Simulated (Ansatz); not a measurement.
Take MgTe in the zinc blende structure (space group F-43m, No. 216; a = 6.368 Å) as the base. Axes: x, y, z lie along the cube axes.

Calculations: LDA (Ansatz, a program for electronic structure, PAW, spin-orbit coupling left out).

For the base:

| Quantity | Value |
|---|---|
| Band gap | 2.38 eV |
| Shortest interatomic distance | 275.7 pm |

Modification: biaxial strain −2.00 %, plane normal [001], relaxed out of plane (Cartesian); in-plane vectors clamped, the third vector and the atoms free.

Task: Predict the new ratio −ε⊥/ε∥, in-plane stress, band gap and shortest interatomic distance.

Result: The ratio −ε⊥/ε∥ is 1.36; the mean in-plane stress (compression positive) comes out as +0.8 GPa; the band gap stays 2.38 eV; the shortest interatomic distance falls by 1.1 pm to 274.6 pm.

Spin-orbit coupling, missing from the scalar runs, can matter with Te. No phonon test of stability was made.
